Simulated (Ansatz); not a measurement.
Input and output of a self-consistent single point for Be₃Ir (I4mm, 4 atoms in the cell) (Ansatz, a program for electronic structure).

Method: LDA (PW92), default PAW files made with PBE (plane waves; Ansatz).

The change in words: lattice scaled by 0.98; basis.ecutwfc: 420 eV → 145 eV. Reference geometry:
```xyz
4
Lattice="-1.6235 1.6235 3.6074 1.6235 -1.6235 3.6074 1.6235 1.6235 -3.6074" Properties=species:S:1:pos:R:3 pbc="T T T"
Be     0.0000     1.6235     1.8037
Be     1.6235     0.0000     1.8037
Be     0.0000     0.0000     3.6574
Ir     0.0000     0.0000     0.0000
```

Reference input (self-consistent single point, DFT, LDA (PW92), plane waves, default PAW files made with PBE): basis.ecutwfc = 420 eV; kpoints.mp_grid.grid = 14 14 14; hamiltonian.xc = lda; hamiltonian.pseudopotentials = {kind: paw} (the program's default PAW files); scf.occupations.method = fermi_dirac; scf.occupations.width = 0.1 eV. This run's input differs from it in these lines:

Ansatz 0.2 input:
```diff
@@ -3,5 +3,5 @@
   lattice:
-    - [-1.623452, 1.623452, 3.607442]
-    - [1.623452, -1.623452, 3.607442]
-    - [1.623452, 1.623452, -3.607442]
+    - [-1.590983, 1.590983, 3.535293]
+    - [1.590983, -1.590983, 3.535293]
+    - [1.590983, 1.590983, -3.535293]
   atoms:
@@ -12,3 +12,3 @@
 basis:
-  ecutwfc: 420.0
+  ecutwfc: 145.0
 kpoints:
```

Log, with long lists cut:

```
SCF iter   1: F=—  HF=-11888.936963 eV  |F-HF|=—  |Δ(HF+E_count)|=         —  Δρ=2.92e-1  dr2=2.91e1  ethr=1.77e-3  ⟨swp⟩=5.0  Hψ=18888  notcnv=0
all-band conjugate gradients solve this SCF's bands
preconditioner: auto → Kerker (q_TF=auto, 2.534 Å⁻¹)
SCF iter   2: F=—  HF=-11879.363796 eV  |F-HF|=—  |Δ(HF+E_count)|=    9.57e0  Δρ=1.47e-1  dr2=4.42e0  ethr=1.77e-3  ⟨swp⟩=2.3  Hψ=9859  notcnv=0
   [... lines left out ...]
SCF iter   4: F=—  HF=-11876.894077 eV  |F-HF|=—  |Δ(HF+E_count)|=   1.31e-1  Δρ=2.59e-3  dr2=1.61e-3  ethr=1.21e-3  ⟨swp⟩=2.0  Hψ=8059  notcnv=0  defer=9
SCF iter   5: F=—  HF=-11876.893299 eV  |F-HF|=—  |Δ(HF+E_count)|=   7.78e-4  Δρ=5.08e-4  dr2=6.27e-5  ethr=7.01e-6  ⟨swp⟩=2.0  Hψ=7136  notcnv=0  defer=10
SCF iter   6: F=—  HF=-11876.893279 eV  |F-HF|=—  |Δ(HF+E_count)|=   1.92e-5  Δρ=7.53e-5  dr2=2.35e-6  ethr=2.73e-7  ⟨swp⟩=2.0  Hψ=5680  notcnv=0  defer=10
SCF iter   7: F=-11876.893278 eV  HF=-11876.893278 eV  |F-HF|=9.03e-9  |Δ(HF+E_count)|=   8.71e-7  Δρ=8.73e-6  dr2=2.36e-8  ethr=4.35e-10  ⟨swp⟩=5.2  Hψ=17478  notcnv=0
SCF 1 converged in 7 iterations: F = -11876.893278 eV  dr2 = 2.36e-8
Free energy (F): -11876.893278 eV
Internal energy: -11876.861623 eV  (E = F + TS)
E sigma→0 (E₀):  -11876.877450 eV
Entropy (-TS):   -0.031656 eV (-7.914 meV/atom)
Fermi energy:    15.549411 eV
--- Forces (eV/Å), atoms counted from 1 ---
  atom   1  Be     0.00000000    -0.00000000     0.08037041
  atom   2  Be    -0.00000000     0.00000000     0.08037041
  atom   3  Be    -0.00000000     0.00000000    -0.08614579
  atom   4  Ir    -0.00000000     0.00000000    -0.07449166
--- Stress (GPa, compression-positive) ---
       -6.367296       0.000000      -0.000000
        0.000000      -6.367296       0.000000
       -0.000000       0.000000     -11.775655
  P = ⅓ Tr σ = -8.1701 GPa (-81.701 kbar)
  The stress holds the Pulay correction. Without it, at fixed plane waves, as pw.x and ABINIT print it: P = -653.7714 GPa
```

The run converged in 7 iterations. Against the reference run the free energy rises by 13.2 eV/atom, the pressure goes from -4.44 to -8.17 GPa and the largest force goes from 0.058 to 0.086 eV/Å.

The starting cell comes from a database of computed structures (which also holds hypothetical and non-ambient phases and stackings), without a prior relaxation at this level. Its lattice was rescaled by up to half a per cent. One atom was moved a little off its site on purpose. For this run, on top of that: lattice scaled by 0.98. Spin polarisation is off. Ansatz's pressure includes its estimate of the finite-basis (Pulay) stress. Without the estimate this run gives -653.77 GPa. The cutoff lies below the one recommended for these files.
